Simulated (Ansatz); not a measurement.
**Sn, response to strain**

The parent structure is Sn in the diamond structure (space group Fd-3m, No. 227; relaxed with 0.1 eV smearing).

```yaml
crystal:
  lattice:
    - [0.00000, 3.27009, 3.27009]
    - [3.27009, 0.00000, 3.27009]
    - [3.27009, 3.27009, 0.00000]
  atoms:
    - { symbol: Sn, position: [0.00000, 0.00000, 0.00000] }
    - { symbol: Sn, position: [0.25000, 0.25000, 0.25000] }
```

Cartesian axes are those of the cell as printed.

Strains are applied to the cell and any free atomic positions relax.

Computed with PBEsol, PAW, 420 eV (Ansatz, an electronic-structure program; no spin-orbit coupling).

Notes on the quantities. energy relative to the base: free energy F.

| change | energy relative to the base | volume per atom |
|---|---|---|
| base | 0 meV/atom | 34.97 Å³ |
| tensor shear ε_xy = +2.00 % | +4.7 meV/atom | 34.95 Å³ |
| tensor shear ε_xy = +0.29 % | +0.1 meV/atom | 34.97 Å³ |
| tensor shear ε_xy = +1.43 % | +2.4 meV/atom | 34.96 Å³ |
| tensor shear ε_xy = +1.14 % | +1.5 meV/atom | 34.96 Å³ |
| tensor shear ε_xy = +0.57 % | +0.4 meV/atom | 34.97 Å³ |
| tensor shear ε_xy = +0.86 % | +0.9 meV/atom | 34.97 Å³ |
| tensor shear ε_xy = +1.71 % | ? | 34.96 Å³ |

**Question.** What belongs in the blanks?

**Answer.** 
- tensor shear ε_xy = +1.71 %, energy relative to the base: +3.5 meV/atom

No phonon test of stability was made.
